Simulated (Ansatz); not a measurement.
Results of PBEsol (Ansatz, an electronic-structure program, PAW) for SrMgF₄ (Cmc2₁, No. 36, 12 atoms in the cell; start COD 7218677).

Numerical settings: plane-wave cutoff 520 eV, 10×10×6 k mesh (along the axes of the cell as run), Fermi–Dirac smearing 0.01 eV, scalar-relativistic PAW data made under PBE.

Cell (relaxed at this level):

MgSrF₄ is taken in the orthorhombic space group Cmc2₁ (No. 36), Pearson symbol oS24. Cell: a = 3.9293 Å, b = 14.4833 Å, c = 5.6057 Å, α = 90.00°, β = 90.00°, γ = 90.00°. Sr on 4a is surrounded by 6 F at 2.435–2.584 Å and 2 F at 2.732 Å and 1 F at 2.895 Å. Mg on 4a sees 6 F at 1.949–2.026 Å (octahedral). F1 on 4a has 2 Mg at 1.970 Å and 1 Sr at 2.584 Å. F2 on 4a is surrounded by 1 Mg at 2.023 Å and 3 Sr at 2.435–2.496 Å. F3 on 4a is coordinated by 2 Mg at 1.949–2.026 Å and 2 Sr at 2.732 Å. F4 on 4a sees 1 Mg at 1.960 Å and 2 Sr at 2.477 Å and 1 Sr at 2.895 Å (tetrahedral). (Neighbours: up to the widest gap in distance over summed covalent radii, below 1.35, at either atom; cation-cation and far metal-metal contacts left out.)
(The calculation used a cell of 12 atoms; values per cell refer to that cell.)

**Question.** Give the computed band gap and bulk modulus B0.

**Answer.** 
- band gap = 6.80 eV (on the SCF k mesh)
- bulk modulus B0 = 67.2 GPa

Note: the relaxation could not lower the start's symmetry, so the cell can be a saddle point above a distorted one; the bulk modulus is −V dP/dV from two relaxed cells at ±2 % in volume.

Spin–orbit coupling is not included.

Computed values are for the static lattice.
